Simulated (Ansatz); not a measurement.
Consider Lu in the hcp (Mg type) structure (space group P6_3/mmc, No. 194; a = 3.4451 Å, c = 5.3488 Å).

The change: Ta takes the place of Lu on all its sites, then cell and atoms are relaxed.

Levels (all Ansatz, an electronic-structure program, PAW): PBEsol (420 eV, spin-orbit coupling left out); r2SCAN (500 eV, no spin-orbit coupling).

The geometry is relaxed with PBEsol.

* **PBEsol pressure**: 0.0 GPa

**Question.** Predict the pressure from r2SCAN.

**Answer.** The pressure goes from zero to 4.3 GPa.

Single points use the geometry relaxed with PBEsol. Their cutoffs differ, which shifts pressures a little. No phonon test of stability was made. For Ta in this form, whether it has been made was not checked. The final runs are not spin-polarised. This is not the structure that Ta has at room temperature and ambient pressure.
